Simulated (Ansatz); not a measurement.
**A short convergence ladder for Li2HfO3 (Cm, 6 atoms in the cell)**

```
CELL_PARAMETERS angstrom
      4.80618    -2.09009     0.00000
      4.80618     2.09009     0.00000
     -0.06897     0.00000     3.19758
ATOMIC_POSITIONS crystal
  Li 0.65680 0.65680 0.52283
  Li 0.34331 0.34331 0.49281
  Hf 0.00000 0.00000 0.00000
  O  0.85976 0.85976 0.49067
  O  0.14024 0.14024 0.50933
  O  0.50000 0.50000 0.00000
```

Base method: PBEsol, default PAW files made with PBE (plane waves; Ansatz, an electronic-structure program).

Base settings: basis.ecutwfc = 30.9 Ry; kpoints.mp_grid.grid = 7 7 8; hamiltonian.xc = pbesol; hamiltonian.pseudopotentials = {kind: paw} (the program's default PAW files); scf.occupations.method = fermi_dirac; scf.occupations.width = 0.0015 Ry.

**The width of Fermi-Dirac smearing**

The mesh stays at the base's, so the ladder's end is converged at best in this setting alone.

Only quantities that move along the ladder and can be compared are tabulated.

```tsv
scf.occupations.width	free energy less the last step's (meV/atom)	pressure (GPa)	largest difference of a force vector from the last step's (eV/Å)	gap on the mesh (eV)
0.0735 Ry	-96.71	1.48	0.315	4.306
0.0367 Ry	-2.47	-1.99	0.019	4.037
0.0147 Ry	0.00	-2.15	0.000	4.019
0.0073 Ry	0.00	-2.15	0.000	4.019
```

Widest scf.occupations.width that holds the gap on the mesh within 0.01 eV of the last step, with all finer ones: 0.0147 Ry; the step before is off by 0.018 eV.

Widest scf.occupations.width that holds the free energy within 5 meV/atom of the last step, with all finer ones: 0.0367 Ry; the step before is off by 97 meV/atom.

Widest scf.occupations.width that holds the pressure within 1 GPa of the last step, with all finer ones: 0.0367 Ry; the step before is off by 3.6 GPa.

On the base run: the starting cell comes from a database of computed structures (which also holds hypothetical and non-ambient phases and stackings), without a prior relaxation at this level. Its lattice was rescaled by up to half a per cent. One atom was moved a little off its site on purpose. Spin-orbit coupling is off. Ansatz's pressure includes its estimate of the finite-basis (Pulay) stress.

Keys are those of Ansatz 0.2.
